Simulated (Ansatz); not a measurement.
A self-consistent single point of SrAg5 (P6mm, 6 atoms in the cell) with Ansatz (an electronic-structure program).

Level of theory: PBEsol, harder PAW files (source: ansatz) made with PBE (plane waves; Ansatz).

The change in words: lattice scaled by 0.98; basis.ecutwfc: 420 eV → 265 eV; hamiltonian.pseudopotentials: {kind: paw} (the program's default PAW files) → {kind: paw, source: ansatz}. Reference geometry:
```
SrAg5
1.0
    5.72758     0.00000     0.00000
   -2.86379     4.96023     0.00000
    0.00000     0.00000     4.61871
Sr Ag
1 5
Direct
  0.00000   0.00000   0.01083
  0.66667   0.33333   0.00000
  0.33333   0.66667   0.00000
  0.50000   0.00000   0.50000
  0.50000   0.50000   0.50000
  0.00000   0.50000   0.50000
```

Reference input (self-consistent single point, DFT, PBEsol, plane waves, default PAW files made with PBE): basis.ecutwfc = 420 eV; kpoints.mp_grid.grid = 5 5 5; hamiltonian.xc = pbesol; hamiltonian.pseudopotentials = {kind: paw} (the program's default PAW files); scf.occupations.method = gaussian; scf.occupations.width = 0.1 eV. This run's input differs from it in these lines:

Ansatz 0.2 input:
```diff
@@ -2,5 +2,5 @@
   lattice:
-    - [5.72758100, 0.00000000, 0.00000000]
-    - [-2.86379100, 4.96023100, 0.00000000]
-    - [0.00000000, 0.00000000, 4.61871500]
+    - [5.61302900, 0.00000000, 0.00000000]
+    - [-2.80651500, 4.86102600, 0.00000000]
+    - [0.00000000, 0.00000000, 4.52634100]
   atoms:
@@ -13,3 +13,3 @@
 basis:
-  ecutwfc: 420.0
+  ecutwfc: 265.0
 kpoints:
@@ -18,3 +18,3 @@
   xc: pbesol
-  pseudopotentials: { kind: paw }
+  pseudopotentials: { kind: paw, source: ansatz }
 scf:
```

Log, with long lists cut:

```
SCF iter   1: F=—  HF=-41165.281059 eV  |F-HF|=—  |Δ(HF+E_count)|=         —  Δρ=1.38e-1  dr2=3.29e1  ethr=3.10e-3  ⟨swp⟩=6.9  Hψ=4010  notcnv=0  defer=2
all-band conjugate gradients solve this SCF's bands
preconditioner: auto → Kerker (q_TF=auto, 2.655 Å⁻¹)
SCF iter   2: F=—  HF=-41158.490881 eV  |F-HF|=—  |Δ(HF+E_count)|=    6.79e0  Δρ=5.95e-2  dr2=7.88e0  ethr=3.10e-3  ⟨swp⟩=2.0  Hψ=1978  notcnv=0  defer=62
   [... lines left out ...]
SCF iter   7: F=—  HF=-41156.504490 eV  |F-HF|=—  |Δ(HF+E_count)|=   1.68e-4  Δρ=1.57e-4  dr2=3.42e-5  ethr=5.71e-7  ⟨swp⟩=2.0  Hψ=1382  notcnv=0  defer=57
SCF iter   8: F=—  HF=-41156.504459 eV  |F-HF|=—  |Δ(HF+E_count)|=   3.06e-5  Δρ=3.43e-5  dr2=2.12e-6  ethr=3.25e-8  ⟨swp⟩=2.0  Hψ=1385  notcnv=0  defer=57
SCF iter   9: F=—  HF=-41156.504459 eV  |F-HF|=—  |Δ(HF+E_count)|=   4.13e-8  Δρ=8.78e-6  dr2=1.63e-7  ethr=2.02e-9  ⟨swp⟩=2.0  Hψ=1332  notcnv=0  defer=57
SCF iter  10: F=-41156.504459 eV  HF=-41156.504459 eV  |F-HF|=2.16e-9  |Δ(HF+E_count)|=   2.13e-8  Δρ=1.83e-6  dr2=7.19e-9  ethr=9.52e-11  ⟨swp⟩=9.3  Hψ=3348  notcnv=0
SCF 1 converged in 10 iterations: F = -41156.504459 eV  dr2 = 7.19e-9
Free energy (F): -41156.504459 eV
Internal energy: -41156.482394 eV  (E = F + TS)
E sigma→0 (E₀):  -41156.493426 eV
Entropy (-TS):   -0.022065 eV (-3.677 meV/atom)
Fermi energy:    15.602392 eV
--- Forces (eV/Å), atoms counted from 1 ---
  atom   1  Sr     0.00000000     0.00000000    -0.04895607
  atom   2  Ag    -0.00000000     0.00000000    -0.01516610
  atom   3  Ag     0.00000000    -0.00000000    -0.01516610
  atom   4  Ag    -0.00000000     0.00000000     0.02642364
  atom   5  Ag     0.00000000     0.00000000     0.02642364
  atom   6  Ag     0.00000000     0.00000000     0.02642364
--- Stress (GPa, compression-positive) ---
        2.013646       0.000000       0.000000
        0.000000       2.013646      -0.000000
        0.000000       0.000000       8.240616
  P = ⅓ Tr σ = 4.0893 GPa (40.893 kbar)
  The stress holds the Pulay correction. Without it, at fixed plane waves, as pw.x and ABINIT print it: P = -138.7221 GPa
```

The run converged in 10 iterations. Against the reference run the pressure goes from -3.10 to 4.09 GPa and the largest force goes from 0.029 to 0.049 eV/Å.

The starting cell comes from a database of computed structures (which also holds hypothetical and non-ambient phases and stackings), without a prior relaxation at this level. Its lattice was rescaled by up to half a per cent. One atom was moved a little off its site on purpose. For this run, on top of that: lattice scaled by 0.98. Ansatz's pressure includes its estimate of the finite-basis (Pulay) stress. Without the estimate this run gives -138.72 GPa. The cutoff lies below the one recommended for these files.
